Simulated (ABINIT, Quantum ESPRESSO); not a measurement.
A Quantum ESPRESSO input for a self-consistent single point of W3N4 (Pm-3m, 7 atoms in the cell) (DFT, PBEsol, plane waves, SSSP 1.1.2 precision (PBE) pseudopotentials):

```fortran
&control
  calculation = 'scf'
  prefix = 'run'
  outdir = './tmp'
  pseudo_dir = './'
  tprnfor = .true.
  tstress = .true.
/
&system
  ibrav = 1
  celldm(1) = 7.93896811
  nat = 7
  ntyp = 2
  ecutwfc = 75
  ecutrho = 600
  occupations = 'smearing'
  smearing = 'gaussian'
  degauss = 0.0073499
  input_dft = 'pbesol'
/
&electrons
  conv_thr = 1.0e-11
  mixing_beta = 0.7
/
ATOMIC_SPECIES
W    183.8400  W_pbe_v1.2.uspp.F.UPF
N     14.0070  N.oncvpsp.upf
ATOMIC_POSITIONS angstrom
W     0.00000000    2.10056050    2.10056050
W     2.10056050    0.00000000    2.10056050
W     2.10056050    2.10056050    0.00000000
N     2.10056050    2.10056050    2.10056050
N     0.00000000    2.10056050    0.00000000
N     2.10056050    0.00000000    0.00000000
N     0.00000000    0.00000000    2.10056050
K_POINTS automatic
9 9 9  0 0 0
```

Translate this input to ABINIT.

This is the input that was run; spellings and numerical settings could be chosen otherwise.

```
# W3N4, JTH v2.0 PBE PAW
pp_dirpath "./"
pseudos "W.GGA_PBE-JTH.xml, N.GGA_PBE-JTH.xml"
acell 3*1.0
rprim
         7.9389681064    0.0000000000    0.0000000000
         0.0000000000    7.9389681064    0.0000000000
         0.0000000000    0.0000000000    7.9389681064
natom 7
ntypat 2
znucl 74 7
typat 1 1 1 2 2 2 2
xred
         0.0000000000    0.5000000000    0.5000000000
         0.5000000000    0.0000000000    0.5000000000
         0.5000000000    0.5000000000    0.0000000000
         0.5000000000    0.5000000000    0.5000000000
         0.0000000000    0.5000000000    0.0000000000
         0.5000000000    0.0000000000    0.0000000000
         0.0000000000    0.0000000000    0.5000000000
ecut 26
pawecutdg 52
pawxcdev 0
ixc -116133
occopt 7
tsmear 0.1 eV
nband 40
kptopt 1
ngkpt 9 9 9
nshiftk 1
shiftk 0 0 0
nstep 100
toldfe 1.0e-09
prtwf 0
prtden 0
prtvol 1
enunit 2
```

Basis settings and potentials, where a program has them, do not carry over. This input uses DFT, PBEsol, plane waves, PAW (JTH v2.0 PBE PAW, files made for PBE). Both were run: pressure -4.35 GPa in Quantum ESPRESSO and -4.14 in ABINIT.

On Quantum ESPRESSO: the starting cell comes from a database of computed structures (which also holds hypothetical and non-ambient phases and stackings), without a prior relaxation at this level. Its lattice was rescaled by a random factor within 2.5 % of one. Spin polarisation is off. With a pressure of about -4 GPa the cell is away from its equilibrium volume at this level.

On ABINIT: the starting cell comes from a database of computed structures (which also holds hypothetical and non-ambient phases and stackings), without a prior relaxation at this level. Its lattice was rescaled by a random factor within 2.5 % of one. Spin polarisation is off. The potentials were made for another functional than the one used. With a pressure of about -4 GPa the cell is away from its equilibrium volume at this level.
